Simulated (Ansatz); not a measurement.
Start from AlN in the wurtzite structure (space group P6_3mc, No. 186; a = 3.0888 Å, c = 4.9433 Å). Axes: x lies along a and z along c of the hexagonal cell.

Structures relaxed with plane-wave PAW DFT at the LDA level (Ansatz, a first-principles code, 420 eV), no spin-orbit coupling.

Base:

Simulated powder pattern, Cu Kα, λ = 1.54184 Å (kinematic, ideal powder, no thermal factors, no anomalous dispersion; the 10 strongest lines at most, above 2 %, up to 2θ = 90°):

```csv
2θ (°),I/Imax (%),hkl
33.50,100,(100)
36.35,62,(002)
38.26,94,(101)
50.26,34,(102)
59.89,61,(110)
66.67,54,(103)
70.40,8.9,(200)
72.12,42,(112)
73.33,15,(201)
81.90,7.3,(202)
```

The change: biaxial strain −3.00 %, plane normal [001], relaxed out of plane (Cartesian); in-plane vectors clamped, the third vector and the atoms free.

After the change:

Simulated powder pattern, Cu Kα, λ = 1.54184 Å (kinematic, ideal powder, no thermal factors, no anomalous dispersion; the 10 strongest lines at most, above 2 %, up to 2θ = 90°):

```json
[
 {"2θ (°)": "34.57", "I/Imax (%)": "96", "hkl": "(100)"},
 {"2θ (°)": "35.72", "I/Imax (%)": "63", "hkl": "(002)"},
 {"2θ (°)": "39.07", "I/Imax (%)": "100", "hkl": "(101)"},
 {"2θ (°)": "50.56", "I/Imax (%)": "32", "hkl": "(102)"},
 {"2θ (°)": "61.94", "I/Imax (%)": "57", "hkl": "(110)"},
 {"2θ (°)": "66.41", "I/Imax (%)": "61", "hkl": "(103)"},
 {"2θ (°)": "72.91", "I/Imax (%)": "8.4", "hkl": "(200)"},
 {"2θ (°)": "73.61", "I/Imax (%)": "39", "hkl": "(112)"},
 {"2θ (°)": "75.71", "I/Imax (%)": "15", "hkl": "(201)"},
 {"2θ (°)": "83.93", "I/Imax (%)": "6.8", "hkl": "(202)"}
]
```

The indices refer to the base's conventional cell; one index is shown for lines that coincide.

Stability against distortions was not tested.
